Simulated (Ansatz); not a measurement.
## AlO (model structure, started from the beta GaS type, P6₃/mmc, No. 194, 8 atoms in the cell)

Calculation: LDA in Ansatz (plane waves, PAW).

Settings: plane-wave cutoff 520 eV, 12×12×4 k mesh (along the axes of the cell as run), Fermi–Dirac smearing 0.01 eV, scalar-relativistic PAW data made under PBE.

Cell (relaxed at this level):

Space group P6₃/mmc (No. 194); a = 2.9379 Å, b = 2.9379 Å, c = 12.5199 Å, α = 90.00°, β = 90.00°, γ = 120.00°

```json
[
 {"atom": "Al", "site": "4f", "symmetry": "3m.", "x": "0.3333", "y": "0.6667", "z": "0.1464"},
 {"atom": "O", "site": "4f", "symmetry": "3m.", "x": "0.6667", "y": "0.3333", "z": "0.0957"}
]
```

- band gap = 0.95 eV (on the SCF k mesh)
- direct gap at Γ = 3.03 eV
- bulk modulus B0 = 60.5 GPa

Note: the bulk modulus is −V dP/dV from two relaxed cells at ±2 % in volume; the relaxation could raise the start's symmetry but not lower it, so the cell can be a saddle point.

Static lattice: no zero-point or thermal effects.

Computing time: around 110 core-seconds (rough).

A model structure was made by putting elements into a prototype or built by hand; it is no filed structure, need not be a known phase, and can be a saddle point held by its symmetry.

Ansatz is an electronic-structure program.
